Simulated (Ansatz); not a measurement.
Ansatz (an electronic-structure program) run on TaBeB (P3m1, 3 atoms in the cell): self-consistent single point.

Method of the run: LDA (PW92), default PAW files made with PBE (plane waves; Ansatz).

The change in words: lattice scaled by 0.98. Reference geometry:
```
TaBeB
1.0
    3.24015     0.00000     0.00000
   -1.62007     2.80605     0.00000
    0.00000     0.00000     3.23636
Ta Be B
1 1 1
Cartesian
  0.00000   0.00000   0.05000
  0.00000   1.87070   1.61818
  1.62008   0.93535   1.61818
```

Reference input (self-consistent single point, DFT, LDA (PW92), plane waves, default PAW files made with PBE): basis.ecutwfc = 420 eV; kpoints.mp_grid.grid = 12 12 10; hamiltonian.xc = lda; hamiltonian.pseudopotentials = {kind: paw} (the program's default PAW files); scf.occupations.method = fermi_dirac; scf.occupations.width = 0.1 eV. This run's input differs from it in these lines:

```diff
@@ -3,5 +3,5 @@
   lattice:
-    - [3.240150, 0.000000, 0.000000]
-    - [-1.620075, 2.806053, 0.000000]
-    - [0.000000, 0.000000, 3.236362]
+    - [3.175347, 0.000000, 0.000000]
+    - [-1.587674, 2.749932, 0.000000]
+    - [0.000000, 0.000000, 3.171635]
   atoms:
```

Output (repeated stretches shortened):

```
SCF iter   1: F=—  HF=-9922.713922 eV  |F-HF|=—  |Δ(HF+E_count)|=         —  Δρ=6.25e-3  dr2=1.12e-2  ethr=1.77e-3  ⟨swp⟩=5.4  Hψ=12345  notcnv=0
all-band conjugate gradients solve this SCF's bands
preconditioner: auto → none
SCF iter   2: F=—  HF=-9922.710976 eV  |F-HF|=—  |Δ(HF+E_count)|=   2.95e-3  Δρ=3.75e-3  dr2=4.31e-3  ethr=6.21e-5  ⟨swp⟩=1.0  Hψ=3402  notcnv=0
SCF iter   3: F=—  HF=-9922.709487 eV  |F-HF|=—  |Δ(HF+E_count)|=   1.49e-3  Δρ=4.51e-4  dr2=7.90e-5  ethr=2.40e-5  ⟨swp⟩=2.0  Hψ=2884  notcnv=0
SCF iter   4: F=—  HF=-9922.709457 eV  |F-HF|=—  |Δ(HF+E_count)|=   2.97e-5  Δρ=1.21e-4  dr2=2.28e-6  ethr=4.39e-7  ⟨swp⟩=2.0  Hψ=2918  notcnv=0
SCF iter   5: F=—  HF=-9922.709456 eV  |F-HF|=—  |Δ(HF+E_count)|=   1.04e-6  Δρ=2.76e-5  dr2=2.78e-7  ethr=1.27e-8  ⟨swp⟩=2.0  Hψ=3382  notcnv=0
SCF iter   6: F=-9922.709456 eV  HF=-9922.709456 eV  |F-HF|=1.75e-8  |Δ(HF+E_count)|=   1.09e-7  Δρ=8.69e-6  dr2=2.32e-8  ethr=5.56e-10  ⟨swp⟩=5.6  Hψ=8781  notcnv=0
SCF 1 converged in 6 iterations: F = -9922.709456 eV  dr2 = 2.32e-8
Free energy (F): -9922.709456 eV
Internal energy: -9922.701243 eV  (E = F + TS)
E sigma→0 (E₀):  -9922.705349 eV
Entropy (-TS):   -0.008213 eV (-2.738 meV/atom)
Fermi energy:    17.067236 eV
--- Forces (eV/Å), atoms counted from 1 ---
  atom   1  Ta    -0.00000000     0.00000000    -0.88661088
  atom   2  Be    -0.00000000    -0.00000000     0.53781492
  atom   3  B      0.00000000     0.00000000     0.34871618
--- Stress (GPa, compression-positive) ---
       10.050307      -0.000000       0.000000
       -0.000000      10.050307       0.000000
        0.000000       0.000000       9.783051
  P = ⅓ Tr σ = 9.9612 GPa (99.612 kbar)
  The stress holds the Pulay correction. Without it, at fixed plane waves, as pw.x and ABINIT print it: P = 9.8298 GPa
```

The run converged in 6 iterations. Against the reference run the free energy rises by 4.8 meV/atom, the pressure goes from -6.50 to 9.96 GPa and the largest force goes from 0.724 to 0.887 eV/Å.

The starting cell comes from a database of computed structures (which also holds hypothetical and non-ambient phases and stackings), without a prior relaxation at this level. Its lattice was rescaled by up to half a per cent. One atom was moved a little off its site on purpose. For this run, on top of that: lattice scaled by 0.98. Spin polarisation is off. With a pressure of about 10 GPa the cell is away from its equilibrium volume at this level. Ansatz's pressure includes its estimate of the finite-basis (Pulay) stress.

Keys are those of Ansatz 0.2.
